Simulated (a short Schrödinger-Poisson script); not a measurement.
## Symmetric double-gate stack, HfO2 on p-type Si(110)

Structure: symmetric double-gate stack, HfO2 on p-type Si(110), at 300 K.

| layer | material | thickness (nm) | Na (cm⁻³) |
|---|---|---|---|
| 1 | HfO2 | 8 | - |
| 2 | Si | 3 | 2e15 |
| 3 | HfO2 | 8 | - |

Constants are typed, rounded textbook-type inputs, not results; the design itself was drawn at random and stands for no fabricated device. HfO2: permittivity 22, conduction-band edge (eV) 1.55, gap (eV) 5.7, electron mass (mₑ) 0.2. Si: permittivity 11.7, conduction-band edge (eV) 0, gap (eV) 1.124, Nv at 300 K (cm⁻³) 3.1e19.

Channel valleys (confinement mass, in-plane density-of-states mass, number): Δ4 0.315, 0.324, 4; Δ2 0.19, 0.417, 2. At the gates, both at one voltage, the conduction-band edge of layer 1 lies 1.89 eV − eVg above the Fermi level of the channel. Gaps are held at their typed values at every temperature. Mesh 0.03 nm at interfaces.

Solved with a short Schrödinger-Poisson script written for these runs: 1D Poisson equation in equilibrium, electrons quantum, Hartree (BenDaniel-Duke, 12 states a valley, the channel's in-plane mass for all, wave functions ending at the dielectric), parabolic valleys, classical holes, full ionisation, no traps, pinning or gate leakage.

```tsv
Vg (V)	electrons (cm⁻²)	C (μF/cm²)	Δ4 E0 (meV)	Δ4 E1 (meV)	Δ2 E0 (meV)	Δ2 E1 (meV)
0.05	1.14e6	< 0.003	422.7	820.4	509.9	1169.3
0.1	7.86e6	< 0.003	372.7	770.4	459.9	1119.3
0.15	5.43e7	< 0.003	322.7	720.4	409.9	1069.3
0.2	3.76e8	< 0.003	272.7	670.4	359.9	1019.3
0.25	2.59e9	0.0163	222.8	620.5	310.0	969.4
0.3	1.75e10	0.108	173.3	571.0	260.6	919.9
0.35	1.05e11	0.569	126.8	524.4	214.1	873.3
0.4	4.35e11	1.61	89.9	487.0	177.2	835.9
0.45	1.08e12	2.49	65.7	461.8	153.0	810.7
0.5	1.94e12	2.98	49.8	444.7	137.1	793.6
0.55	2.92e12	3.24	38.5	431.9	125.7	780.8
0.6	3.96e12	3.40	29.7	421.6	116.9	770.5
0.65	5.04e12	3.51	22.4	412.8	109.7	761.7
0.7	6.14e12	3.58	16.3	405.0	103.6	754.0
0.75	7.27e12	3.63	10.9	398.0	98.2	747.0
0.8	8.41e12	3.67	6.0	391.5	93.3	740.5
0.85	9.56e12	3.70	1.6	385.5	88.9	734.4
0.9	1.07e13	3.73	-2.5	379.8	84.9	728.7
0.95	1.19e13	3.75	-6.3	374.3	81.1	723.3
1	1.31e13	3.77	-9.9	369.1	77.5	718.1
1.05	1.42e13	3.78	-13.2	364.0	74.2	713.1
```

Subbands count from the Fermi level. The capacitance is that of both gates.
